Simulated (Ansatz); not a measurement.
The reference is ZnSe in the zinc blende structure (space group F-43m, No. 216; a = 5.665 Å). Axes: x, y, z lie along the cube axes.

Calculations: plane-wave PAW DFT at the r2SCAN level (Ansatz, a first-principles code, 500 eV), without spin-orbit coupling.

A first run, uniaxial strain ε_yy = −1.76 %, gives secant values C11 ≈ 92 GPa and C12 ≈ 56 GPa from its stress. A second run applies biaxial strain −1.58 %, plane normal [001], relaxed out of plane.

### Question
What does linear elasticity predict for −ε⊥/ε∥ in the second run, and what does the run give?

### Answer
Linear elasticity: 2 C12/C11 = 1.22. The run gives 1.15; any difference comes from nonlinear terms at these strains and numerical noise.

Stability against distortions was not tested.
